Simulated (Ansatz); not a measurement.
A computed series for Ta: response to strain

The reference is Ta in the bcc (W type) structure (space group Im-3m, No. 229; a = 3.254 Å; relaxed with 0.1 eV smearing). Axes: x, y, z lie along the cube axes.

Strains are applied to the cell and any free atomic positions relax.

Level of theory: DFT with LDA, PAW potentials and a 420 eV plane-wave cutoff in Ansatz (a program for electronic structure), without spin-orbit coupling.

Notes on the quantities. energy relative to the base: free energy F.

```tsv
uniaxial strain ε_zz (%)	energy relative to the base (meV/atom)
-3	15.4
-2.5	10.6
-2	6.7
-1.5	3.7
-1	?
-0.5	0.4
0	0.0
```

Question: Fit ΔE = Aε² + Bε³ (ε in %) to the rows shown and predict the withheld row.

Answer: Least squares on the printed values gives A = 1.60 and B = -0.038 meV/atom (largest residual 0.0 meV/atom); this predicts 1.6 meV/atom, and the run gives 1.6 meV/atom, in agreement.

No phonon test of stability was made. The final runs are not spin-polarised.
